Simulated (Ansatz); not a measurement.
B20 (FeSi-type) MnSi

All values below come from revPBE in Ansatz (PAW).

Run with plane-wave cutoff 520 eV, 12×12×12 k mesh, Fermi–Dirac smearing 0.05 eV, spin-polarised with parallel moments, scalar-relativistic PAW data made under PBE.

Cell (relaxed at this level):

```
CELL_PARAMETERS angstrom
      4.53835     0.00000     0.00000
      0.00000     4.53835     0.00000
      0.00000     0.00000     4.53835
ATOMIC_POSITIONS crystal
  Mn 0.86369 0.63631 0.36369
  Mn 0.36369 0.86369 0.63631
  Mn 0.13631 0.13631 0.13631
  Mn 0.63631 0.36369 0.86369
  Si 0.15481 0.34519 0.65481
  Si 0.65481 0.15481 0.34519
  Si 0.84519 0.84519 0.84519
  Si 0.34519 0.65481 0.15481
```
Starting moments (μB, in the order of the record's atoms Mn Mn Mn Mn Si Si Si Si): 1.2 1.2 1.2 1.2 0.0 0.0 0.0 0.0.

For B20 (FeSi-type) MnSi, the bulk modulus B0 comes out as 200 GPa. The band gap comes out as none and the magnetic moment (largest site, within a sphere) is 1.01 μB. The pressure derivative B′ of the bulk modulus is 4.4.

Measured, for comparison: bulk modulus 167 GPa (room temperature, not corrected to a static lattice; as tabulated in Study of the compressibility of FeSi, MnSi, and CoS2 (JETP Letters), abstract). Computed (rounded) less measured: bulk modulus +20 %.

Note: the collinear magnetic order is the start's and need not be the measured one; the bulk modulus comes from volumes at which shape and atoms were relaxed.

Moments are spin moments.

Computed values are for the static lattice.

Ansatz is an electronic-structure program.
